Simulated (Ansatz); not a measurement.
The reference is AlN in the rock salt structure (space group Fm-3m, No. 225; a = 4.0452 Å; a cell from a computed database, its experimental status unchecked). Axes: x, y, z lie along the cube axes.

Computed with plane-wave PAW DFT at the PBEsol level (Ansatz, a quantum-chemistry and plane-wave program, 420 eV), no spin-orbit coupling.

Strains are applied to the cell and any free atomic positions relax; under biaxial strain the out-of-plane vector relaxes too.

One change was made to it. Results:

| quantity | base | after |
|---|---|---|
| valley order (the lowest conduction-band minima on the path, energy above the VBM, named in the base's zone) | X along ⟨100⟩ 4.55 eV; Γ 5.63 eV; L along ⟨111⟩ 6.04 eV | X along [100] 3.40 eV; X along [010] 4.13 eV |
| smallest direct gap | 5.63 eV | 5.07 eV |

### Question
What was done to the base?
A. tensor shear ε_yz = −2.97 %
B. uniaxial strain ε_yy = +5.02 %
C. isotropic strain −1.17 %
D. biaxial strain −4.14 %, plane normal [001], relaxed out of plane

### Answer
A, tensor shear ε_yz = −2.97 %. For comparison, the valley order in the other runs: isotropic strain −1.17 % gives X along ⟨100⟩ 4.89 eV; Γ 6.14 eV; L along ⟨111⟩ 6.26 eV; biaxial strain −4.14 %, plane normal [001], relaxed out of plane gives X along [100] 4.56 eV; X along [001] 5.28 eV; L along [1-1-1] 5.85 eV; Γ 5.94 eV; uniaxial strain ε_yy = +5.02 % gives X along [100] 3.76 eV; X along [010] 4.22 eV; Γ 4.70 eV.

Stability against distortions was not tested. This is not the structure that AlN has at room temperature and ambient pressure.
